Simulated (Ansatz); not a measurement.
Model glasses of amorphous HfO2, 53 to 58 atoms (Hf18O36 before any change). Each row is one cell at a composition chosen by hand, melted whole on the CHGNet potential with the anions pushed apart under 1.9 Å, quenched within some picoseconds, far faster than a real film, and relaxed with PBE, scalar-relativistic without spin-orbit coupling (plane waves to 420 eV, PAW; Ansatz, a first-principles code). Each is the lower in DFT energy of 2 quenches. Cycles of charging and discharging were tried on some cells ahead of these points, and a cell that came back lower was taken. The column on the box says what of it was relaxed with the atoms; held means as the quench left it. Cells that kept moments or hold spare charge are left out. So are cells far out in the fitted variable, so that no row sets the line alone.

At the relaxed places, the spacing of the highest filled and the lowest empty level was computed at the zone centre with PBE and with HSE06, without spin polarisation. A level counts as spread where PBE shares it among more than a fifth of the atoms; else the element of the atom with the largest weight is named. Formal charges balance in every cell (each cation at its usual highest valence, Cu and Ag at +1, Sb at +3, H at +1, O at −2, N at −3, F and Cl at −1). Exact exchange is cut at the faces of these small cells, which leaves the hybrid a finite-size error. Where a level is localised, the spacing isn't the band gap.

| cell | change | box | highest filled on | lowest empty on | spacing, PBE (eV) | spacing, HSE06 (eV) |
|---|---|---|---|---|---|---|
| Hf18O39W | +3 O, +1 W | volume and shape | O | W | 3.24 | 4.62 |
| Hf18O33N2 | +2 N, −3 O | shape | N | spread | 3.37 | 4.67 |
| Hf18O37Sr | +1 O, +1 Sr | volume and shape | O | spread | 3.82 | 5.39 |
| Hf18O37K2 | +2 K, +1 O | shape | O | spread | 3.87 | 5.39 |
| Hf18O37H2 | +2 H, +1 O | volume | O | spread | 3.90 | withheld |
| Hf18O38Ge | +1 Ge, +2 O | volume and shape | O | spread | 3.92 | 5.49 |
| Hf18O37Ba | +1 Ba, +1 O | shape | spread | spread | 4.09 | 5.65 |

Q: Fit a straight line of the last column on the one before it through the 6 full rows, and predict the withheld value for Hf18O37H2.

A: Means: x = 3.718, y = 5.202. Slope = Σ(Δx Δy) / Σ(Δx²) = 0.7359 / 0.5623 = 1.309; intercept = 5.202 − (1.309) × 3.718 = 0.335 eV; r.m.s. residual 0.046 eV. Prediction: 0.335 + (1.309) × 3.90 = 5.44 eV. The run gave 5.48 eV, a miss of 0.04 eV, within the residual.
